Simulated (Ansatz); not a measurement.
## SiO2: strain along the normal

SiO2 (quartz, P3_221, 12.223 Å³/atom at rest, c along z) under an equal strain ε in the (0001) plane with the normal axis free, as in a coherent film. LDA in Ansatz, a plane-wave DFT program (PAW, default set), 420 eV, 8×8×6 Γ-centred mesh, Fermi-Dirac smearing 0.05 eV; ions are relaxed within the symmetry of each cell.

Here s stands for strain and y for normal strain.

| strain (%) | normal strain (%) |
|---|---|
| -1.50 | 0.35 |
| -0.75 | 0.16 |
| 0.00 | 0.00 |
| 0.75 | -0.16 |
| 1.50 | -0.29 |
| 3.00 | ? |

Taking a straight line for y over the 5 complete rows: Means: s 0, y 0.012. About the means, the sum of products is -1.2000 and the sum of squares of s is 5.6250; the slope is their ratio. Least squares gives y = 0.012 - 0.2133·s. Residuals (row less fit): 0.018, -0.012, -0.012, -0.012, 0.018; standard error 0.019 (degrees of freedom: 3). The slope, -0.21 ± 0.01, is the elastic response of the normal axis, −2C13/C33.

Problem. Estimate the missing y (s = 3.00); what did the run itself give?

Solution. y = 0.012 - 0.2133 × 3.00 = -0.628%. The calculation gives -0.49%, 0.138% above the prediction (16.4 % of the range of y in the table). The row lies outside the fitted rows, so this is an extrapolation. From the scatter of the fitted rows alone, a prediction at this place has a standard error of 0.032%, so the miss is 4.3 times that.

One order more, fitted to all 9 runs of the series, follows each within 0.01, so the miss is the next term of a smooth law. Rows are the converged runs of the series near zero and its far end; series whose fitted rows scatter by over a few per cent of the range, as at a crossing or softening among them, aren't shown in this form. Most that stay on the fit to the last digits aren't either.
